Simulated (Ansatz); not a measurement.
NbBr5 (Pnma, No. 62; cell taken from a computed entry), treated with PBEsol in Ansatz (PAW).

Run with plane-wave cutoff 500 eV, 4×2×6 k mesh (along the axes of the cell as run), gaussian smearing 0.02 eV, no spin polarisation, scalar-relativistic PAW data made under PBE.

Cell (relaxed at this level):

```cif
data_Br40Nb8
_chemical_formula_sum 'Nb8 Br40'
_space_group_name_H-M_alt 'Pnma'
_space_group_IT_number 62
_space_group_name_Hall '-P 2ac 2n'
_cell_length_a 13.13593
_cell_length_b 18.75176
_cell_length_c 6.15371
_cell_angle_alpha 90.000
_cell_angle_beta 90.000
_cell_angle_gamma 90.000
loop_
_atom_site_label
_atom_site_type_symbol
_atom_site_symmetry_multiplicity
_atom_site_Wyckoff_symbol
_atom_site_fract_x
_atom_site_fract_y
_atom_site_fract_z
_atom_site_occupancy
Nb1 Nb 8 d 0.12556 0.13986 0.99716 1
Br1 Br 8 d 0.20841 0.05936 0.24820 1
Br2 Br 4 c 0.20170 0.25000 0.22556 1
Br3 Br 4 c 0.04963 0.25000 0.76861 1
Br4 Br 8 d 0.47286 0.15258 0.27140 1
Br5 Br 8 d 0.22162 0.65239 0.26604 1
Br6 Br 8 d 0.04245 0.05958 0.74606 1
```

Q: Estimate the band gap that the calculation returns.

A: 
- band gap = 1.50 eV (on the SCF k mesh)

Note: the relaxation could not lower the start's symmetry, so the cell can be a saddle point above a distorted one.

Spin–orbit coupling is not included.

Static lattice: no zero-point or thermal effects.

Cost on a shared machine: around 2.5 core-hours (rough).

Ansatz is a quantum-chemistry and plane-wave program.
